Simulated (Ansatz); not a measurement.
# BN: stress against strain

BN (wurtzite, P6_3mc, 5.969 Å³/atom at rest, c along z) under an equal strain ε in the (0001) plane with the normal axis free, as in a coherent film. PBE in Ansatz, a plane-wave DFT program (PAW, default set), 420 eV, 15×15×8 Γ-centred mesh, Fermi-Dirac smearing 0.05 eV; ions are relaxed within the symmetry of each cell. Stress is positive for a compressed cell.

Here s stands for strain and y for stress xx.

```
strain (%)  stress xx (GPa)
----------  ---------------
-3.00                     ?
-1.20                 13.26
-0.60                  6.45
0.00                   0.00
0.60                  -6.09
1.20                 -11.84
```

**Question.** Fit y against s with a straight line, and predict the withheld value at s = -3.00.

**Answer.** Means: s 0, y 0.356. About the means, the sum of products is -37.644 and the sum of squares of s is 3.6000; the slope is their ratio. Least squares gives y = 0.356 - 10.4567·s. Residuals (row less fit): 0.356, -0.180, -0.356, -0.172, 0.352; standard error 0.383 (degrees of freedom: 3). The slope gives the biaxial elastic modulus of this plane = 1046 ± 20 GPa. At the withheld row, y = 0.356 - 10.4567 × (-3.0) = 31.726 GPa. The calculation gives 36.05 GPa, 4.324 GPa above the prediction (9.0 % of the range of y in the table). The row lies outside the fitted rows, so this is an extrapolation. From the scatter of the fitted rows alone, a prediction at this place has a standard error of 0.736 GPa, so the miss is 5.9 times that.

One order more, fitted to all 11 runs of the series, follows each within 0.08, so the miss is the next term of a smooth law. BN is here a metastable high-pressure form. Rows are the converged runs of the series near zero and its far end; series whose fitted rows scatter by over a few per cent of the range, as at a crossing or softening among them, aren't shown in this form. Most that stay on the fit to the last digits aren't either.
